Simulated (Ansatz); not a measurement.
# Re under a change: isotropic strain +2.00 %

Start from Re in the hcp (Mg type) structure (space group P6_3/mmc, No. 194; a = 2.776 Å, c = 4.481 Å; relaxed with 0.1 eV smearing).

One thing is altered: an isotropic linear strain of +2.00 %; the atoms relax in the strained cell.

The values are results of PBE, PAW, 420 eV (Ansatz, an electronic-structure program; without spin-orbit coupling), not measurements. Γ-centred 24×24×13 mesh, Fermi–Dirac width 0.1 eV.

```tsv
quantity	base	changed	shift
volume per atom	14.96 Å³	15.87 Å³	+0.915 Å³
space group	P6_3/mmc (No. 194)	P6_3/mmc (No. 194)	–
shortest interatomic distance	2.755 Å	2.810 Å	+0.055 Å
energy relative to the base (free energy F)	0 meV/atom	+57 meV/atom	+57 meV/atom
pressure (mean of the normal stresses, compression positive)	0.0 GPa	-18.9 GPa	-18.9 GPa
band gap	zero	zero	–
```

Whether these cells are dynamically stable was not tested. The final runs are not spin-polarised.
